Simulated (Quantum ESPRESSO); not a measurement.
Quantum ESPRESSO is run on CaCu2O3 (Pmmn, 12 atoms in the cell), and the run fails. The aim is a self-consistent single point with DFT, PBEsol, plane waves, PSlibrary PAW (PBE) pseudopotentials.

Cell that was meant: a = 4.1100 Å, b = 9.8500 Å, c = 3.4700 Å, α = 90.00°, β = 90.00°, γ = 90.00°.

Part of the input:

```fortran
/
&ELECTRONS
 conv_thr = 1.0d-10
 electron_maxstep = 3
 mixing_beta = 0.3
/
ATOMIC_SPECIES
```

The program printed (abridged):

```
     Self-consistent Calculation

     iteration #  1     ecut=    55.00 Ry     beta= 0.30

     total energy              =   -1351.63454206 Ry
     estimated scf accuracy    <       3.81053538 Ry

     iteration #  2     ecut=    55.00 Ry     beta= 0.30

     total energy              =   -1352.56220095 Ry
     estimated scf accuracy    <       0.92864135 Ry

     iteration #  3     ecut=    55.00 Ry     beta= 0.30
     c_bands:  1 eigenvalues not converged

     total energy              =   -1352.72261863 Ry
     estimated scf accuracy    <       0.05732736 Ry
     End of self-consistent calculation

     convergence NOT achieved after   3 iterations: stopping

   JOB DONE.
```

Q: What is wrong, and how is it fixed?

A: The fault is an iteration limit that is too low. The loop is cut before its threshold is met, so whatever is printed at the end is not self-consistent. To fix it, raise the limit, or leave it to the default. The run ended unconverged after 3 iterations.

An input that runs soundly differs in these lines (not the only fix; some lines may just follow from the change or write a value another way):
```diff
- electron_maxstep = 3
```

With that input, the run converged in 16 iterations: free energy E − TS -18405.0404 eV; Fermi level (on the code's own zero) 8.98 eV; pressure -0.63 GPa; largest force (vector length) 0.342 eV/Å (DFT, PBEsol, plane waves, PSlibrary PAW (PBE) pseudopotentials).

On the sound input: the starting cell comes from a database of published, mostly measured structures (it also holds non-ambient and calculated ones), without a prior relaxation at this level. Spin polarisation is off, so a magnetic state, if there is one, cannot be reached. The run gives no clean gap (levels at the Fermi energy touch, overlap or are partly filled at this smearing), which alone does not show that the compound is a metal. Without a gap this mesh is coarse (it stands for a supercell whose shortest vector is 16 Å).
